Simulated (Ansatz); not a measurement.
The reference is RhSi (space group P2_13, No. 198; a = 4.673 Å; a cell from a computed database, its experimental status unchecked). Axes: x, y, z lie along the cube axes.

Calculations: PBEsol (Ansatz, an electronic-structure program, PAW, without spin-orbit coupling), earlier PAW set.

Base values:

| Quantity | Value |
|---|---|
| Shortest interatomic distance | 2.476 Å |
| Pressure | 0.0 GPa |

Now apply this change: tensile biaxial strain of 0.78 % in the plane normal to [001], as in epitaxy on a mismatched substrate; the out-of-plane cell vector and the atoms relax.

### Question
Estimate the effect on the energy relative to the base, shortest interatomic distance and pressure.

### Answer
The energy grows by 1.7 meV/atom; the shortest interatomic distance falls by 0.015 Å, from 2.476 Å to 2.461 Å; the pressure (mean of the normal stresses, compression positive) goes from zero to -1.8 GPa.

Without a gap, meshes like the base's 10×10×10 leave anisotropic stresses uncertain by several tenths of a GPa, and small strain energies with them. Whether these cells are dynamically stable was not tested. All final runs are without spin polarisation.
